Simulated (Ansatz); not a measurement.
Results of PBEsol (PAW; Ansatz, a quantum-chemistry and plane-wave program) for cubic perovskite CsPbBr₃ (cubic high-temperature phase).

Run with plane-wave cutoff 500 eV, 6×6×6 k mesh, gaussian smearing 0.02 eV, scalar-relativistic PAW data made under PBE.

Cell (relaxed at this level):

```yaml
crystal:
  lattice:
    - [5.87288, 0.00000, 0.00000]
    - [0.00000, 5.87288, 0.00000]
    - [0.00000, 0.00000, 5.87288]
  atoms:
    - { symbol: Cs, position: [0.00000, 0.00000, 0.00000] }
    - { symbol: Pb, position: [0.50000, 0.50000, 0.50000] }
    - { symbol: Br, position: [0.50000, 0.00000, 0.50000] }
    - { symbol: Br, position: [0.00000, 0.50000, 0.50000] }
    - { symbol: Br, position: [0.50000, 0.50000, 0.00000] }
```

**Question.** What does this level give for the band gap?

**Answer.** 
* **band gap**: 1.43 eV (on the SCF k mesh)

Note: the relaxation could not lower the start's symmetry, so the cell can be a saddle point above a distorted one.

Spin–orbit coupling is not included; with these elements it can move the gap by several tenths of an eV or more.

Static lattice: no zero-point or thermal effects.

The result took very roughly 50 core-seconds.
